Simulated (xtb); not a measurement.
xtb 6.7.1, GFN1-xTB: Cd(OMe)(amdMe)(OH2)2 (C[O][Cd]1(<-[OH2])(<-[OH2])[N](C)C(C)=[N]->1C), 27 atoms. The geometry is a generated start, not checked to be a minimum at this level.

```json
{
 "run_flags": "--grad",
 "method": "GFN1-xTB",
 "--acc": "1 (default)",
 "--etemp (K)": "300 (default)",
 "basis_functions": "76",
 "valence_electrons": "66"
}
```

```xyz
27

Cd    -0.7509     0.4685     0.4794
O     -2.7273    -0.2503     0.1985
C     -3.1966    -1.5063    -0.1728
H     -3.1102    -2.2285     0.6535
H     -4.2610    -1.4291    -0.4431
H     -2.6537    -1.9123    -1.0409
C      3.1366    -0.4244    -0.3383
C      1.6950    -0.0900    -0.0636
N      1.2362     0.0018     1.1706
C      2.0936    -0.1962     2.3111
N      0.8029     0.1265    -1.0080
C      1.1164     0.0069    -2.4106
H      3.3917    -0.2540    -1.3791
H      3.3222    -1.4705    -0.0961
H      3.7826     0.1876     0.2881
H      1.4914    -0.1101     3.2146
H      2.5638    -1.1879     2.3009
H      2.8902     0.5584     2.3599
H      0.1926     0.1235    -2.9782
H      1.8174     0.7843    -2.7440
H      1.5425    -0.9734    -2.6572
O     -2.1615     2.0708    -0.8329
H     -2.6588     1.2306    -0.6369
H     -2.0023     2.0540    -1.7820
O     -2.2298     1.4353     2.1425
H     -2.7376     0.7276     1.6799
H     -2.5853     2.2571     1.7845
```

Charge 0 and multiplicity 1 are set for this test and not shown to be the ground state.

One run each on 1 thread. Values of broydamp tried: 0.02, 0.05, 0.1, 0.2, 0.4 (default), 0.6, 0.8, 1.

Problem. Predict the course of the SCC iterations along this series.

Solution. Fewest SCC iterations, within one of each other: 0.2 with 12, 0.4 (default) with 11, 0.6 with 11, 0.8 with 12. The count rises to 20 at 0.02. All converge to one solution.

```tsv
broydamp	SCC iterations	end
0.02	20	same solution
0.05	18	same solution
0.1	15	same solution
0.2	12	same solution
0.4 (default)	11	same solution
0.6	11	same solution
0.8	12	same solution
1	14	same solution
```
